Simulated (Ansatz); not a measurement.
System: fluorite NiSi2. Method: revPBE (Ansatz, a program for electronic structure, plane waves, PAW).

Numerical settings: plane-wave cutoff 520 eV, 18×18×18 k mesh, Fermi–Dirac smearing 0.05 eV, no spin polarisation, scalar-relativistic PAW data made under PBE.

Computed at the level's own relaxed cell.

Question: What does this level give for the volume per atom, bulk modulus B0, lattice constant a and pressure derivative B′ of the bulk modulus?

Answer: 
* **volume per atom**: 13.63 Å³/atom
* **bulk modulus B0**: 141 GPa
* **lattice constant a**: 5.469 Å
* **pressure derivative B′ of the bulk modulus**: 4.6

The run finds no gap.

Measured, for comparison: equilibrium volume per atom 13.17 Å³/atom, lattice constant a 5.406 Å (temperature not stated, no zero-point or thermal correction; as tabulated in Wikipedia's data pages). Computed (rounded) less measured: equilibrium volume per atom +3.5 %, lattice constant a +1.2 %.

Static lattice: no zero-point or thermal effects.

The result took around 2.3 core-minutes (rough).
